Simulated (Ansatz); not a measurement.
The starting structures come from a database of crystals and need not be the phases stable at ambient conditions.

Data:

```
InHO2
1.0
    3.30724     0.00000     0.00000
    0.00000     5.32040     0.00000
    0.00000     0.00000     4.54413
In H O
2 2 4
Cartesian
  1.65362   2.66020   2.27206
  0.00000   0.00000   0.00000
  1.65362   0.00000   2.27206
  0.00000   2.66020   0.00000
  1.65362   4.62670   1.27340
  1.65362   0.69370   3.27073
  0.00000   3.35390   3.54547
  0.00000   1.96650   0.99866
```

Space group of this cell: Pnnm. The cell was relaxed by PBE-D3(BJ); by r2SCAN its mean pressure is -3.5 GPa.

Transport runs along the normal of the first two printed cell vectors.

The gap is the functional's own, uncorrected, and κ follows it; spin-orbit coupling is left out. Mid-gap values are interpolated between the computed energies.

### Question
Estimate the band gap and the smallest decay constant κ at mid-gap that r2SCAN (Ansatz, a first-principles code) returns for this system.

### Answer
Gap 2.52 eV on a 10×6×8 mesh; κ = 0.208 1/Å, at the zone centre.
